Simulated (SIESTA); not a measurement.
## A self-consistent single point of CuPt7 (Fm-3m, 8 atoms in the cell) with SIESTA

Computed with SIESTA 5.4.2 with GGA PBEsol, numerical atomic orbitals DZP, PseudoDojo PBEsol standard norm-conserving potentials (rewritten from UPF to PSML).

Input as run:

```
# files in the folder: Cu.psml Pt.psml (PseudoDojo PBEsol standard)
SystemName  CuPt7
SystemLabel CuPt7

NumberOfAtoms                8
NumberOfSpecies              2
%block ChemicalSpeciesLabel
  1 29 Cu
  2 78 Pt
%endblock ChemicalSpeciesLabel
LatticeConstant              1.0 Ang
%block LatticeVectors
     0.000000000    3.998591000    3.998591000
     3.998591000    0.000000000    3.998591000
     3.998591000    3.998591000    0.000000000
%endblock LatticeVectors
AtomicCoordinatesFormat      Ang
%block AtomicCoordinatesAndAtomicSpecies
     3.998591000    3.998591000    3.998591000  1
     0.000000000    0.000000000    0.000000000  2
     1.999295500    0.000000000    1.999295500  2
     0.000000000    1.999295500    1.999295500  2
     1.999295500    3.998591000    1.999295500  2
     3.998591000    1.999295500    1.999295500  2
     1.999295500    1.999295500    0.000000000  2
     1.999295500    1.999295500    3.998591000  2
%endblock AtomicCoordinatesAndAtomicSpecies

XC.functional                GGA
XC.authors                   PBEsol
PAO.BasisSize                DZP
PAO.EnergyShift              0.01 Ry
MeshCutoff                   400 Ry
%block kgrid.MonkhorstPack
    7   0   0  0.0
    0   7   0  0.0
    0   0   7  0.0
%endblock kgrid.MonkhorstPack
OccupationFunction           MP
OccupationMPOrder            0
ElectronicTemperature        100.0 meV

MaxSCFIterations             150
SCF.Mixer.Method             Broyden
SCF.Mixer.Weight             0.1
SCF.Mixer.History            6
SCF.DM.Tolerance             1.0E-04
Diag.ParallelOverK           true
WriteForces                  true
Charge.Mulliken              end
```

The program printed (abridged):

```
reinit: Reading from file input.fdf

reinit: System Name: CuPt7
reinit: System Label: CuPt7

coor:   Atomic-coordinates input format  =     Cartesian coordinates
coor:                                          (in Angstroms)

siesta: Atomic coordinates (Bohr) and species
siesta:      7.55624   7.55624   7.55624  1        1
siesta:      0.00000   0.00000   0.00000  2        2
siesta:      3.77812   0.00000   3.77812  2        3
siesta:      0.00000   3.77812   3.77812  2        4
siesta:      3.77812   7.55624   3.77812  2        5
siesta:      7.55624   3.77812   3.77812  2        6
siesta:      3.77812   3.77812   0.00000  2        7
siesta:      3.77812   3.77812   7.55624  2        8

siesta: System type = bulk

initatomlists: Number of atoms, orbitals, and projectors:      8   152   242

siesta: ******************** Simulation parameters ****************************
redata: Spin configuration                          = none
redata: Time-Reversal Symmetry                      = T
redata: Number of Atomic Species                    =        2
redata: Mesh Cutoff                                 =   400.0000 Ry
redata: Net charge of the system                    =     0.0000 |e|
redata: Min. number of SCF Iter                     =        0
redata: Max. number of SCF Iter                     =      150
redata: SCF convergence failure will abort job
redata: SCF mix quantity                            = Hamiltonian
redata: Mix DM or H after convergence               =   F
redata: Recompute H after scf cycle                 =   F
redata: Mix DM in first SCF step                    =   T
redata: No kicks to SCF
redata: DM Mixing Weight for Kicks                  =     0.5000
redata: Require Harris convergence for SCF          =   F
redata: Harris energy tolerance for SCF             =     0.000100 eV
redata: Require DM convergence for SCF              =   T
   [... lines left out ...]
diag: Used triangular part                          = Lower
diag: Absolute tolerance                            =  0.100E-15
diag: Orthogonalization factor                      =  0.100E-05
diag: Memory factor                                 =  1.0000

superc: Internal auxiliary supercell:     3 x     3 x     3  =      27
superc: Number of atoms, orbitals, and projectors:    216   4104   6534

                        Single-point calculation

superc: Internal auxiliary supercell:     3 x     3 x     3  =      27
superc: Number of atoms, orbitals, and projectors:    216   4104   6534

outcell: Unit cell vectors (Ang):
        0.000000    3.998591    3.998591
        3.998591    0.000000    3.998591
        3.998591    3.998591    0.000000

outcell: Cell vector modules (Ang)   :    5.654862    5.654862    5.654862
outcell: Cell angles (23,13,12) (deg):     60.0000     60.0000     60.0000
outcell: Cell volume (Ang**3)        :    127.8648
new_DM -- step:     1
Initializing Density Matrix...

Attempting to read DM from file... Failed...
DM filled with atomic data:

InitMesh: MESH = 60 x 60 x 60 = 216000
InitMesh: Mesh cutoff (required, used) =   400.000   466.715 Ry

stepf: Methfessel-Paxton step function
       Using Hermite-Gauss polynomials of order  0
        iscf     Eharris(eV)        E_KS(eV)     FreeEng(eV)     dDmax    Ef(eV) dHmax(eV)
   scf:    1   -28847.680615   -29624.750925   -29624.817024  2.219459  1.489499142.160690
   scf:    2   -29786.838719   -29970.261394   -29970.291969  1.896543  0.398556 28.268155
   scf:    3   -30006.994030   -29990.340348   -29990.378535  1.091505 -0.185801 20.213287
   scf:    4   -30021.797032   -30008.861017   -30008.908682  1.407425 -1.187799  5.813942
   scf:    5   -29419.418937   -29823.755613   -29823.855012  1.028253 -1.631279 95.363222
   scf:    6   -29977.069633   -30012.142558   -30012.192815  0.492154 -2.284287 12.534894
   [... 9 lines left out ...]
   scf:   16   -30014.519308   -30014.519445   -30014.575917  0.000514 -2.431179  0.013102
   scf:   17   -30014.519460   -30014.519454   -30014.575922  0.000294 -2.431355  0.003305
   scf:   18   -30014.519464   -30014.519459   -30014.575922  0.000107 -2.431345  0.001190
   scf:   19   -30014.519464   -30014.519461   -30014.575922  0.000045 -2.431336  0.001132
   scf:   20   -30014.519462   -30014.519462   -30014.575922  0.000018 -2.431343  0.000965
SCF Convergence by DM+H criterion
max |DM_out - DM_in|         :     0.0000176977
max |H_out - H_in|      (eV) :     0.0009648552
SCF cycle converged after 20 iterations

Using DM_out to compute the final energy and forces

siesta: E_KS(eV) =           -30014.5195

siesta: E_KS - E_eggbox =    -30014.5195

siesta: Atomic forces (eV/Ang):
     1    0.000000   -0.000000    0.000000
     2    0.000000    0.000000   -0.000000
     3    0.000000   -0.000000    0.000000
     4    0.000000    0.000000    0.000000
     5   -0.000000    0.000000   -0.000000
     6   -0.000000   -0.000000   -0.000000
     7    0.000000   -0.000000   -0.000000
     8    0.000000   -0.000000    0.000000
   Tot    0.000000   -0.000000    0.000000
   Max    0.000000
   Res    0.000000    sqrt( Sum f_i^2 / 3N )
   Max    0.000000    constrained

Stress tensor Voigt[x,y,z,yz,xz,xy] (kbar):      203.35      203.35      203.35       -0.08       -0.08       -0.08
(Free)E + p*V (eV/cell)   -30030.8050
Target enthalpy (eV/cell)   -30014.5759

siesta: Program's energy decomposition (eV):
siesta: Ebs     =     -4815.259890
siesta: Eions   =     40494.115316
siesta: Ena     =      5228.454136
siesta: Ekin    =      9433.821276
siesta: Enl     =       579.979238
siesta: Eso     =         0.000000
siesta: Edftu   =         0.000000
siesta: DEna    =       344.560963
siesta: DUscf   =        12.305438
siesta: DUext   =         0.000000
siesta: Ex      =     -4790.360659
siesta: Ec      =      -329.164537
siesta: Exc     =     -5119.525196
siesta: Eharris =    -30014.519462
siesta: Etot    =    -30014.519462
siesta: FreeEng =    -30014.575922

siesta: Stress tensor (static) (eV/Ang**3):
siesta:     0.126924   -0.000053   -0.000053
siesta:    -0.000053    0.126924   -0.000053
siesta:    -0.000053   -0.000053    0.126924

siesta: Cell volume =        127.864784 Ang**3

siesta: Pressure (static):
siesta:                Solid            Molecule  Units
siesta:          -0.00138237         -0.00138237  Ry/Bohr**3
siesta:          -0.12692361         -0.12692361  eV/Ang**3
siesta:        -203.35404251       -203.35404251  kBar

mulliken: Atomic and Orbital Populations:

   [... lines left out ...]

              0.141   0.152   0.141
   4 17.974   2.001   1.252  -0.325   1.993   1.993   1.992   0.242   0.242
              0.268   1.438   1.526   1.595   1.438   1.629   0.127   0.152

              0.141   0.127   0.141
   5 17.974   2.001   1.252  -0.325   1.992   1.993   1.993   0.268   0.242
              0.242   1.438   1.438   1.595   1.526   1.629   0.127   0.127

              0.141   0.152   0.141
   6 17.974   2.001   1.252  -0.325   1.993   1.993   1.992   0.242   0.242
              0.268   1.438   1.526   1.595   1.438   1.629   0.127   0.152

              0.141   0.127   0.141
   7 17.974   2.001   1.252  -0.325   1.993   1.992   1.993   0.242   0.268
              0.242   1.526   1.438   1.646   1.438   1.578   0.152   0.127

              0.141   0.127   0.142
   8 17.974   2.001   1.252  -0.325   1.993   1.992   1.993   0.242   0.268
              0.242   1.526   1.438   1.646   1.438   1.578   0.152   0.127

              0.141   0.127   0.142

mulliken: Qtot =      145.000

Mulliken Atomic Populations:
Atom #   charge [q] valence [e]  Species
     1    -0.135235   19.135235  Cu
     2    -0.022911   18.022911  Pt
     3     0.026353   17.973647  Pt
     4     0.026353   17.973647  Pt
     5     0.026362   17.973638  Pt
     6     0.026362   17.973638  Pt
     7     0.026353   17.973647  Pt
     8     0.026362   17.973638  Pt
 Total    -0.000000
```

The run converged in 20 iterations.

The starting cell comes from a database of computed structures (which also holds hypothetical and non-ambient phases and stackings), without a prior relaxation at this level. Its lattice was rescaled by a random factor within 2.5 % of one. Spin polarisation is off. Values carry the incompleteness of an atom-centred basis. With a pressure of about -20 GPa the cell is away from its equilibrium volume at this level.

Cost on one core of a shared machine: roughly 2 min.
